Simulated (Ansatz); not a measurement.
**B on the Al site (B_Al) in metastable zinc-blende AlN**

Level of theory: PBE, PAW (plane waves to 420 eV; Ansatz, a first-principles code). The supercell holds 64 host sites (2×2×2 repeats of the unit cell), with a 2×2×2 shifted k-point sampling for the final energies. Site at the start: the Al site. Finite-size correction: monopole term and site-potential alignment. Dielectric constants: PBE linear response of the host. Host gap at this level: 3.31 eV. Finite-size and sampling errors can reach tenths of an eV here. Levels are measured in PBE's own, too narrow, gap. Spin–orbit coupling is left out. Each state is the lowest found from its start.

Formation energies E_f are given with the Fermi level at the valence-band maximum. Chemical conditions: N-rich (Δμ(Al) = -2.69 eV, Δμ(B) = -2.50 eV, bounded by bulk hexagonal BN (AA'); only phases computed here count, gases as isolated molecules at 0 K). Reference phases: Al: fcc Al, B: alpha boron.

```
charge         moment (μB)  largest move off a lattice site (Å)  image correction with alignment (eV)  E_f, N-rich (eV)
------  ------------------  -----------------------------------  ------------------------------------  ----------------
+1*                    0.9                                 0.22                                     –                 –
0       not spin-polarised                                 0.22                                  0.00              2.08
−1*                    1.0                                 0.23                                     –                 –
```

* At this level the carrier isn't localised at the defect: at charge +1 holes occupy the valence band; at charge −1 electrons occupy the conduction band. Such a state is shallow or no state of the defect, and this cell gives it no level.

Flagged in the runs: a doubtful potential alignment, a strain field that reaches the edge of the cell.
